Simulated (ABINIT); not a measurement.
Band structure of BP (P6_3mc, 4 atoms in the cell).

```xyz
4
Lattice="3.1883 0.0000 0.0000 -1.5942 2.7612 0.0000 0.0000 0.0000 5.2901" Properties=species:S:1:pos:R:3 pbc="T T T"
B      1.5942     0.9204     2.6472
B      0.0000     1.8408     0.0022
P      1.5942     0.9204     4.6266
P      0.0000     1.8408     1.9816
```

Level of theory: LDA (PW92), norm-conserving pseudopotentials (PseudoDojo nc-sr-04 LDA standard) (plane waves; ABINIT).

Settings: pseudos = [B.upf, P.upf]; ecut = 1034 eV; ixc = 7; occopt = 1; ngkpt = 10 10 5; nshiftk = 1; shiftk = 0 0 0; potentials = PseudoDojo nc-sr-04 LDA standard; kptopt = 1; nstep = 60; tolvrs1 = 1e-12; diemac = 12; ndtset = 2.

The starting cell comes from a database of computed structures (which also holds hypothetical and non-ambient phases and stackings), without a prior relaxation at this level.

Task: Predict the gap along the standard path and the places of the band edges.

Result: The gap along the path is 0.93 eV, from Γ to K; the smallest direct gap on it is 2.73 eV.

Levels in eV from the top of the valence band on the SCF mesh, bands 5 to 12:
| point | 5 | 6 | 7 | 8 | 9 | 10 | 11 | 12 |
|---|---|---|---|---|---|---|---|---|
| Γ | -2.11 | -0.44 | 0.00 | 0.00 | 2.73 | 2.73 | 3.18 | 3.21 |
| M | -6.41 | -4.34 | -4.25 | -2.06 | 1.13 | 3.70 | 4.45 | 4.66 |
| K | -7.30 | -5.02 | -5.02 | -4.81 | 0.93 | 7.27 | 7.27 | 7.59 |
| A | -1.28 | -1.28 | -1.28 | -1.28 | 3.67 | 3.67 | 4.13 | 4.13 |
| L | -3.44 | -3.44 | -3.32 | -3.32 | 2.12 | 2.12 | 2.67 | 2.67 |
| H | -6.50 | -6.50 | -2.84 | -2.84 | 3.13 | 3.13 | 4.78 | 4.78 |
